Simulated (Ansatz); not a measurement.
We consider LaHfNO2 (model structure, started from the LaTiNO2 type, I2₁2₁2₁, No. 24, 10 atoms in the cell), described by r²SCAN+SOC (PAW; Ansatz, an electronic-structure program).

Numerical settings: plane-wave cutoff 560 eV, 8×8×8 k mesh, Fermi–Dirac smearing 0.01 eV, PAW data made under PBE.

Cell (relaxed with PBEsol):

HfLaNO₂ is taken in the orthorhombic space group I2₁2₁2₁ (No. 24), Pearson symbol oI20. Conventional cell: a = 5.8282 Å, b = 5.8303 Å, c = 8.0513 Å, α = 90.00°, β = 90.00°, γ = 90.00°. La on 4b sees 3 O at 2.414–2.512 Å and 2 O at 3.007 Å and 3 O at 3.278–3.416 Å and 2 N at 2.485 Å and 2 N at 3.312 Å. Hf on 4a is coordinated by 2 N at 2.063 Å and 4 O at 2.109–2.174 Å (octahedral). N on 4c has 2 Hf at 2.063 Å and 2 La at 2.485 Å and 2 La at 3.312 Å. O1 on 4b is coordinated by 2 Hf at 2.109 Å and 1 La at 2.414 Å and 2 La at 3.007 Å and 1 La at 3.416 Å. O2 on 4c is surrounded by 2 Hf at 2.174 Å and 2 La at 2.512 Å and 2 La at 3.278 Å. (Neighbours: up to the widest gap in distance over summed covalent radii, below 1.35, at either atom; cation-cation and far metal-metal contacts left out.)
(The calculation used a cell of 10 atoms; values per cell refer to that cell.)

Problem. Predict the band gap and direct gap at Γ.

Solution. 
* **band gap**: 2.89 eV (on the SCF k mesh)
* **direct gap at Γ**: 3.29 eV

Note: the relaxation could raise the start's symmetry but not lower it, so the cell can be a saddle point; cell and atoms aren't relaxed at this level (largest force component 0.15 eV/Å, pressure 3.1 GPa).

The computed numbers hold no vibrational or temperature effects.

Cost on a shared machine: about 28 core-minutes (a rough figure).

A model structure was made by putting elements into a prototype or built by hand; it is no filed structure, need not be a known phase, and can be a saddle point held by its symmetry.
